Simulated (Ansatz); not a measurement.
Consider Nb2N (space group P-31m, No. 162; a = 5.267 Å, c = 4.944 Å; a cell from a computed database, its experimental status unchecked). Axes: x lies along a and z along c of the hexagonal cell.

Level of theory: plane-wave PAW DFT at the PBEsol level (Ansatz, an electronic-structure program, 420 eV), spin-orbit coupling left out.

Base values:

| Quantity | Result |
|---|---|
| Pressure | 0.0 GPa |
| Shortest interatomic distance | 4.053 bohr |

The change: tensor shear ε_yz = +2.01 % (engineering shear γ = 0.0402); the atoms relax in the strained cell.

Predict the new pressure.

The pressure (mean of the normal stresses, compression positive) goes from zero to 0.4 GPa.

Estimate the effect on the largest internal atomic displacement.

The largest internal atomic displacement comes out as 0.025 Å.

Estimate the effect on the energy relative to the base.

The energy goes up by 10 meV/atom.

What happens to the shortest interatomic distance?

The shortest interatomic distance falls by 0.065 bohr (4.053 bohr → 3.988 bohr).

Without a gap, meshes like the base's 10×10×10 leave anisotropic stresses uncertain by several tenths of a GPa, and small strain energies with them. Stability against distortions was not tested. All final runs are without spin polarisation. An odd electron count without spin: Nb2N.
